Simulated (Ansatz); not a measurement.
**Worked sum: reaction energy**

This concerns the reaction energy. Reaction: 3 Si (diamond) + 4 AlN (wurtzite) → 4 Al (fcc) + Si3N4 (P6₃/m). The sign is products less reactants.

Si3N4 (P6₃/m), 14 atoms in the cell. Conventional cell: a = 7.6622 Å, b = 7.6622 Å, c = 2.9262 Å, α = 90.00°, β = 90.00°, γ = 120.00°.

AlN (wurtzite, P6₃mc), 4 atoms in the cell. Conventional cell: a = 3.1298 Å, b = 3.1298 Å, c = 5.0174 Å, α = 90.00°, β = 90.00°, γ = 120.00°.

Method: Ansatz (an electronic-structure program), PAW, neutral cells at 0 K with nuclei at rest, on structures from PBE. Ansatz runs with its PAW set soft_1. Other levels take these structures, unless marked own geometry. The lattices are those relaxed with PBE, so at other levels the solids can be strained, which adds to the spread. A dispersion term (D3(BJ), or D4 for r2SCAN) was computed beside these levels and is taken off wherever the name lacks it.

Total energies of the cells in eV, at zero smearing width. They compare only within one column; the weights balance every element.

```csv
cell,atoms,weight,r2SCAN (own geometry),RPBE
Al (fcc),1,+8,-540.41401,-540.44370
Si3N4 (P6₃/m),14,+1,-6930.83987,-6931.88396
Si (diamond),2,−3,-1278.13233,-1277.80685
AlN (wurtzite),4,−4,-1856.97251,-1857.26591
```

r2SCAN (own geometry): 8 × (-540.41401) + (-6930.83987) − 3 × (-1278.13233) − 4 × (-1856.97251) = 8.135 eV; dividing by 2 gives 4.07 eV.

RPBE: 8 × (-540.44370) + (-6931.88396) − 3 × (-1277.80685) − 4 × (-1857.26591) = 7.051 eV; dividing by 2 gives 3.53 eV.

What follows from the r2SCAN (own geometry) value: Per mole of the reaction as written, 4.068 eV × 96.485 = 392.5 kJ.
